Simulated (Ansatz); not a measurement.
Functionals compared on the (110) surface of bcc Fe, ferromagnetic, clean 1x1 (bottom of the slab: a bare face, its two planes held), in Ansatz (plane waves, PAW). The structure was relaxed with PBE; the other rows are single points on it. Cutoff 420 eV.

Slab: 6 atoms, 10.0 Å thick at the start (thin: gaps and levels are the slab's own); k 16x16x1, smearing 0.1 eV, dipole-corrected; 2 atoms held, the rest relaxed; symmetry of the start imposed; spin-polarised, no spin-orbit, no U. These notes are the PBE run's. LDA: The program's check for a lower electronic state was not made.

| functional | work function of the top face (eV) | magnetic moment of the cell (μB) | rough cost of the single point |
|---|---|---|---|
| PBE | 4.79 | 13.92 | – |
| LDA | 5.13 | 13.66 | around 8 core-minutes (rough) |
| PBEsol | 4.90 | 13.95 | around 2.9 core-minutes (rough) |
| RPBE | 4.63 | 14.12 | very roughly 2.7 core-minutes |

Ansatz is an electronic-structure program.
